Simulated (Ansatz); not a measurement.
Cubic perovskite SrVO₃ was calculated with PBEsol (PAW; Ansatz, a first-principles code).

Settings: plane-wave cutoff 520 eV, 12×12×12 k mesh, Fermi–Dirac smearing 0.1 eV, perturbation theory, force constants from a 4×4×4 q mesh, no spin polarisation, scalar-relativistic PAW data made under PBE.

Computed at the level's own relaxed cell. Harmonic vibrational thermodynamics at fixed volume:

| T (K) | S_vib (J/K per mol of atoms) | C_V (J/K per mol of atoms) | F_vib (eV/atom) |
|---|---|---|---|
| 0 | 0.00 | 0.00 | 0.0632 |
| 100 | 4.40 | 7.83 | 0.0617 |
| 200 | 12.45 | 15.58 | 0.0530 |
| 300 | 19.62 | 19.60 | 0.0363 |
| 500 | 30.51 | 22.69 | -0.0164 |
| 600 | 34.71 | 23.33 | -0.0502 |
| 900 | 44.37 | 24.20 | -0.1741 |

The crystal is taken as a harmonic solid at every temperature: melting, phase changes and thermal expansion are not seen, nor the electrons' share in a metal.
